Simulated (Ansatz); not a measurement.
The parent structure is Re in the hcp (Mg type) structure (space group P6_3/mmc, No. 194; a = 2.752 Å, c = 4.440 Å; relaxed with 0.1 eV smearing). Axes: x lies along a and z along c of the hexagonal cell.

Calculations: PBEsol (Ansatz, a first-principles code; PAW; 420 eV plane waves; without spin-orbit coupling).

Perturbation: uniaxial strain ε_xx = +3.00 %, all other strain components held at zero, atoms relaxed at fixed cell.

Task: Estimate the effect on the stress.

Result: The stress (xx, yy, zz, yz, xz, xy; compression positive) comes out as (-16.6, -8.2, -6.9, 0.0, 0.0, 0.0) GPa.

No phonon test of stability was made. The final runs are not spin-polarised.
